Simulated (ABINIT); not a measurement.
Band structure of RbH (Fm-3m, 2 atoms in the cell).

```yaml
crystal:
  lattice:
    - [0.00000, 3.00408, 3.00408]
    - [3.00408, 0.00000, 3.00408]
    - [3.00408, 3.00408, 0.00000]
  atoms:
    - { symbol: Rb, position: [0.50000, 0.50000, 0.50000] }
    - { symbol: H, position: [0.00000, 0.00000, 0.00000] }
```

Method: PBEsol, norm-conserving pseudopotentials (PseudoDojo nc-sr-04 PBEsol standard) (plane waves; ABINIT).

Settings: pseudos = [Rb.upf, H.upf]; ecut = 72 Ry; occopt = 1; ngkpt = 5 5 5; nshiftk = 1; shiftk = 0 0 0; potentials = PseudoDojo nc-sr-04 PBEsol standard; kptopt = 1; nstep = 50; toldfe1 = 1e-09 Ha; diemac = 4; ndtset = 2; getden2 = 1.

The starting cell comes from a database of computed structures (which also holds hypothetical and non-ambient phases and stackings), without a prior relaxation at this level.

**Question.** Predict the gap along the standard path and the places of the band edges.

**Answer.** The gap along the path is 2.72 eV, direct at L to within 0.01 eV.

Levels in eV from the top of the valence band on the SCF mesh, bands 2 to 9:
| point | 2 | 3 | 4 | 5 | 6 | 7 | 8 | 9 |
|---|---|---|---|---|---|---|---|---|
| Γ | -9.82 | -9.82 | -9.82 | -1.76 | 6.91 | 6.95 | 6.95 | 6.95 |
| X | -10.27 | -9.99 | -9.99 | -0.59 | 4.59 | 5.46 | 9.06 | 9.06 |
| W | -10.14 | -10.14 | -10.01 | -0.23 | 4.97 | 4.97 | 6.28 | 10.14 |
| K | -10.20 | -10.11 | -9.95 | -0.27 | 4.45 | 5.21 | 7.63 | 7.92 |
| L | -10.35 | -9.88 | -9.88 | 0.19 | 2.91 | 6.35 | 6.35 | 8.10 |
| U | -10.20 | -10.11 | -9.95 | -0.27 | 4.45 | 5.21 | 7.63 | 7.92 |
